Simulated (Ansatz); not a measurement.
Start from ZrO2 in the fluorite structure (space group Fm-3m, No. 225; a = 5.089 Å).

It is then changed as follows: 0.0989 holes added to each cell, a density of 3.0×10^21 cm⁻³, with a uniform compensating background at fixed cell and a 300 K Fermi–Dirac width.

Method: r2SCAN in Ansatz (plane waves to 500 eV, PAW, no spin-orbit coupling).

Base, band edges from the VBM (valence, conduction): X 0.00, 4.29; W -0.21, 4.91; L -1.67, 4.50; Γ -0.55, 3.89; K -0.34, 4.51; U -0.34, 4.51 eV.

Task: Give the band edges at the high-symmetry points of the new zone, measured from its valence-band maximum.

Result: 
| point | valence edge (eV) | conduction edge (eV) |
|---|---|---|
| Γ | -0.54 | 4.00 |
| X | 0.00 | 4.39 |
| U | -0.34 | 4.60 |
| K | -0.34 | 4.60 |
| L | -1.66 | 4.61 |
| W | -0.21 | 5.00 |

The gap is 4.00 eV, indirect, X → Γ.

Charged cell with a jellium background: band edges are those of the host's band count, energies are not comparable with the neutral cell, and many-body gap narrowing is missing. Stability against distortions was not tested. This is not the structure that ZrO2 has at room temperature and ambient pressure.

Ansatz is an electronic-structure program.
